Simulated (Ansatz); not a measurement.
An Ansatz (a quantum-chemistry and plane-wave program) input (r2SCAN+rVV10 (Ansatz; PAW; 500 eV plane waves; spin-orbit coupling left out)):

Ansatz 0.2 input:
```yaml
crystal:
  lattice:
    - [3.2998872561, 0, 0]
    - [1.649943628, 2.8577861934, 0]
    - [0, 0, 18.3309043268]
  atoms:
    - { symbol: Se, position: [0.6666666667, 0.6666666667, 0.4091451172] }
    - { symbol: W, position: [0.3333333333, 0.3333333333, 0.5] }
    - { symbol: Se, position: [0.6666666667, 0.6666666667, 0.5908548828] }
basis: { ecutwfc: 500, ecutrho_ratio: 4, xc_grid: 4, fft_grid_basis: typed }
kpoints: { mp_grid: { grid: [11, 11, 1] } }
hamiltonian:
  xc: r2scan
  dispersion: rvv10
  pseudopotentials: { kind: paw }
scf: { occupations: { method: fermi_dirac, width: 0.05 } }
relax: { f_tol: 0.01, max_steps: 60, cell: { stress_tol: 0.02, fix: [c, alpha, beta] } }
output: { forces: true, stress: true }
checkpoint: { write: state.ck, write_every: 1000 }
```

**Question.** Which symmetry and how many k-points will the program report, and about how many plane waves at Γ?

**Answer.** Space group P-6m2 (ITA 187) with 12 operations, k-points 16 of 121, and 4315 plane waves at Γ.

Whether these cells are dynamically stable was not tested. The cell was made from WSe2 in the 2H-MoS2 type structure (space group P6_3/mmc, No. 194; layered, stacked along the Cartesian z axis) by this change: a free-standing slab of 1 layer (3 atoms, 3 a layer) is cut normal to the stacking axis, with 15 Å of vacuum and the in-plane cell relaxed.
